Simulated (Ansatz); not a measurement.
**Mg2Sn, pressure series**

Consider Mg$_{2}$Sn (space group Fm-3m, No. 225; a = 6.816 Å).

Cell and atoms are relaxed at each pressure.

Method: Kohn–Sham DFT with the PBE functional, run in Ansatz (an electronic-structure program) with PAW and 420 eV plane waves, scalar-relativistic without spin-orbit coupling.

```csv
pressure (GPa),volume per atom (Å³/atom)
-2,27.900
-1,27.086
0,26.389
1.8,25.340
4.2,24.213
9,22.523
18,20.390
30,?
60,15.813
```

Fit the third-order Birch–Murnaghan form P(V) = (3B₀/2)[(V₀/V)^(7/3) − (V₀/V)^(5/3)]·[1 + (3/4)(B₀′ − 4)((V₀/V)^(2/3) − 1)] (squares taken in P) to the rows shown and predict the withheld row.

Least squares on the printed values gives V₀ = 26.395 Å³/atom, B₀ = 41.2 GPa, B₀′ = 4.1; this predicts 18.522 Å³/atom, and the run gives 18.533 Å³/atom, 0.011 higher.

Load acts through the strain it causes; cell and atoms are relaxed under it. Stability against distortions was not tested. No other phases were tried under pressure.
